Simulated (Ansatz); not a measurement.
## A computed series for Cs2Se: pressure series

Start from Cs2Se (space group Pnma, No. 62; a cell from a computed database, its experimental status unchecked).

```
Cs2Se
1.0
    8.78183     0.00000     0.00000
    0.00000     5.43809     0.00000
    0.00000     0.00000    10.67482
Cs Se
8 4
Cartesian
  0.23981   1.35952   8.83137
  8.54202   4.07857   1.84345
  4.15111   4.07857   3.49396
  4.63073   1.35952   7.18086
  1.27574   1.35952   4.55648
  7.50609   4.07857   6.11834
  3.11517   4.07857   9.89389
  5.66666   1.35952   0.78093
  2.14873   1.35952   1.20073
  6.63311   4.07857   9.47409
  2.24219   4.07857   6.53814
  6.53964   1.35952   4.13668
```

Cell and atoms are relaxed at each pressure.

Computed with DFT with PBEsol, PAW potentials and a 420 eV plane-wave cutoff in Ansatz (a quantum-chemistry and plane-wave program), no spin-orbit coupling.

```json
[
 {"change": "base", "band gap": "1.95 eV", "shortest interatomic distance": "3.467 Å", "gap character": "direct at Γ"},
 {"change": "pressure 1.8 GPa", "band gap": "2.30 eV", "shortest interatomic distance": "3.389 Å", "gap character": "indirect, k = (0, 0.400, 0) in the run's primitive reciprocal basis → Γ"},
 {"change": "pressure 9 GPa", "band gap": "2.27 eV", "shortest interatomic distance": "3.169 Å", "gap character": "indirect, Y–Γ (25 % along) → Γ"},
 {"change": "pressure 18 GPa", "band gap": "1.86 eV", "shortest interatomic distance": "3.046 Å", "gap character": "indirect, Y–Γ (25 % along) → Γ"},
 {"change": "pressure 30 GPa", "band gap": "1.84 eV", "shortest interatomic distance": "2.985 Å", "gap character": "indirect, k = (0, 0.400, 0) in the run's primitive reciprocal basis → k = (0, 0, 1/3) in the run's primitive reciprocal basis"}
]
```

From pressure 9 GPa on, the axis ratios lie over 15 % from the base's, so the cell there is far from its starting form. Load acts through the strain it causes; cell and atoms are relaxed under it. Stability against distortions was not tested. Competing high-pressure phases were not computed.
